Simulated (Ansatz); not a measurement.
Structures of equal composition on the (111) surface of fcc Rh: a layer of Re in place of the second plane; a layer of Re in place of the third plane. The slabs share one bottom face, and each structure is named by its start. These are constructed structures in small cells; real faces may alloy, dewet or reconstruct in larger ones, and not all known structures of the face are among them. Slabs of about 11 Å, Fermi-Dirac smearing of 0.1 eV. Bottom of the slabs: a bare face, its two planes held. Relaxed from the named starts with such symmetry as they have, on meshes of like density; energies extrapolated to zero smearing; spin only where a row says so; no spin-orbit coupling, no U. Brackets mark spin-polarised runs, whose order is one that fits the cell.

All values below come from PBE (plane waves to 420 eV, PAW; Ansatz, a program for electronic structure).

Question: Put the candidates in order of energy per 1x1 cell, lowest first, for PBE.

Answer: a layer of Re in place of the second plane (0.000 eV), a layer of Re in place of the third plane (0.249 eV)
